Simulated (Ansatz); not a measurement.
**SiC: response to strain**

Take SiC (space group P6_3mc, No. 186; a = 3.058 Å, c = 10.012 Å) as the base.

Strains are applied to the cell and any free atomic positions relax.

Calculations: LDA (Ansatz, a program for electronic structure, PAW, without spin-orbit coupling).

Notes on the quantities. energy relative to the base: free energy F.

| isotropic strain (%) | energy relative to the base (meV/atom) |
|---|---|
| 0 | 0.0 |
| 0.75 | 3.6 |
| 1.5 | 14.1 |
| 2.25 | ? |
| 3 | 54.1 |

Problem. Fit ΔE = Aε² + Bε³ (ε in %) to the rows shown and predict the withheld row.

Solution. Least squares on the printed values gives A = 6.52 and B = -0.17 meV/atom (largest residual 0.0 meV/atom); this predicts 31.1 meV/atom, and the run gives 31.1 meV/atom, in agreement.

Stability against distortions was not tested.
